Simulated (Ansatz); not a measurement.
Sn on the 1x1 (111) surface of fcc Al, one in a 2x2 cell, started at the site 'hollow Al-Al-Al over Al at depth 4.6 Å'

Level of theory: PBE (plane waves to 420 eV, PAW; Ansatz, a first-principles code).

Set-up: 17 atoms, 7.0 Å thick at the start under the adsorbate (thin: gaps and levels are the slab's own); mesh 6x6x1; 0.1 eV smearing; dipole correction on; 8 atoms held, the rest relaxed; held to the start's symmetry, so lower structures may exist; spin-polarised, no spin-orbit, no U, no dispersion correction. The starting moment vanished. At the end it is bonded to 3 Al. In PBE it is, or lies within 0.03 eV of, the lowest of the starts that converged.

```
Item                                                                                                                      Result
--------------------------------------------------------------------------------------  ----------------------------------------
adsorption energy against an atom of beta tin                                                                           0.088 eV
work function of the top face                                                                                            4.22 eV
change of the work function                                                                                              0.19 eV
change of the step from the bottom to the top vacuum level, against the clean slab                                       0.17 eV
energy released by relaxation                                                                                            0.11 eV
height of the binding atom over the mean of the host atoms within 0.3 Å of the top one                                4.163 bohr
magnetic moment of the cell                                                                                              0.00 μB
nearest host atoms of the binding atom                                                  Al at 2.78 Å, Al at 2.78 Å, Al at 2.78 Å
largest move of a host atom                                                                                               0.05 Å
cost                                                                                               very roughly 3.0 core-minutes
```

A negative adsorption energy means that the adsorbate is more stable on the surface than in its reference.
